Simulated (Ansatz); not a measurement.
# Pressure series in hypothetical diamond B

The parent structure is B in the diamond structure (space group Fd-3m, No. 227; a = 4.052 Å; a hypothetical phase, not in the database extracts checked).

Cell and atoms are relaxed at each pressure.

Computed with plane-wave PAW DFT at the PBE level (Ansatz, a quantum-chemistry and plane-wave program, 420 eV), without spin-orbit coupling.

Notes on the quantities. enthalpy: H = E + PV relative to the base's energy.

```csv
change,enthalpy,shortest interatomic distance
base,–,1.754 Å
pressure −2 GPa,-0.10 eV/atom,(withheld)
pressure −1 GPa,-0.05 eV/atom,(withheld)
pressure 0.3 GPa,+0.02 eV/atom,1.753 Å
pressure 0.7 GPa,+0.04 eV/atom,(withheld)
pressure 1.5 GPa,+0.08 eV/atom,1.750 Å
pressure 3 GPa,+0.15 eV/atom,1.745 Å
pressure 5 GPa,+0.26 eV/atom,1.739 Å
pressure 7.5 GPa,+0.38 eV/atom,(withheld)
pressure 10 GPa,+0.51 eV/atom,1.725 Å
```

Problem. Some entries are withheld; estimate them.

Solution. 
- pressure −2 GPa, shortest interatomic distance: 1.761 Å
- pressure −1 GPa, shortest interatomic distance: 1.758 Å
- pressure 0.7 GPa, shortest interatomic distance: 1.752 Å
- pressure 7.5 GPa, shortest interatomic distance: 1.732 Å

Load acts through the strain it causes; cell and atoms are relaxed under it. No phonon test of stability was made. No other phases were tried under pressure.
